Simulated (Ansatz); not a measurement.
**Variants of one calculation on SnSe (Pnma, 8 atoms in the cell)**

```
SnSe
1.0
   11.37985     0.00000     0.00000
    0.00000     4.02557     0.00000
    0.00000     0.00000     4.58621
Sn Se
4 4
Direct
  0.61879   0.75000   0.37655
  0.38121   0.25000   0.62345
  0.88121   0.25000   0.87655
  0.11879   0.75000   0.12345
  0.14855   0.25000   0.50918
  0.85145   0.75000   0.49082
  0.35145   0.75000   0.00918
  0.64855   0.25000   0.99082
```

Base run A: Ansatz (an electronic-structure program) with PBE0, PAW files made with PBE, self-consistent single point.

Its settings: basis.ecutwfc = 420 eV; kpoints.mp_grid.grid = 1 3 3; kpoints.mp_grid.shift = 0.5 0.5 0.5; hamiltonian.xc = pbe0; hamiltonian.pseudopotentials = {kind: paw} (the program's default PAW files); scf.occupations.method = fixed.

The starting cell comes from a database of computed structures (which also holds hypothetical and non-ambient phases and stackings), without a prior relaxation at this level. Its lattice was rescaled by a random factor within 2.5 % of one. In the base run, with a pressure of about 3 GPa the cell is away from its equilibrium volume at this level. Ansatz's pressure includes its estimate of the finite-basis (Pulay) stress. Another mesh or the band path of this cell gives a smaller gap, so this value is not converged in the mesh.

ΔF is the free energy per atom less that of run A. A dash stands where there is no value to compare (another energy zero or no entropy term, no result, no spin, no clean gap, or a mesh too coarse for one). Total energies depend on the potentials, the functional and any Hubbard or dispersion term, so they are compared only between runs that share all of them.

Run A gave: pressure (GPa) 3.16; largest force (eV/Å) 0.635; gap on the mesh (eV) 3.510.

Runs:
- B: hamiltonian.xc: pbe0 → pbe [PBE]
- C: hamiltonian.xc: pbe0 → hse06 [HSE06]
- D: scf.convergence.dr2_threshold: default (1e-07 eV) → 0.0001 eV
- E: scf.mixing.algorithm: default (the program chose MSR1) → broyden; scf.mixing.beta: default → 0.02
- F: scf.mixing.preconditioner: default (the program chose none) → kerker; scf.mixing.q_tf: default → 3
- G: scf.mixing.algorithm: default (the program chose MSR1) → broyden; scf.mixing.ndim: default → 1

Question: What does run C change against A?

Answer: The pressure hardly changes (3.16 to 3.18 GPa), the largest force goes from 0.635 to 0.649 eV/Å and the gap on the mesh goes from 3.510 to 2.842 eV.

Question: What does run B change against A?

Answer: The pressure goes from 3.16 to 4.96 GPa, the largest force goes from 0.635 to 0.867 eV/Å and the gap on the mesh goes from 3.510 to 2.276 eV.

```tsv
run	ΔF (meV/atom)	pressure (GPa)	largest force (eV/Å)	gap on the mesh (eV)
A	0.00	3.16	0.635	3.510
B	–	4.96	0.867	2.276
C	–	3.18	0.649	2.842
D	0.00	3.16	0.635	3.510
E	0.00	3.16	0.635	3.510
F	0.00	3.16	0.635	3.510
G	0.00	3.16	0.635	3.510
```

Keys are those of Ansatz 0.2.
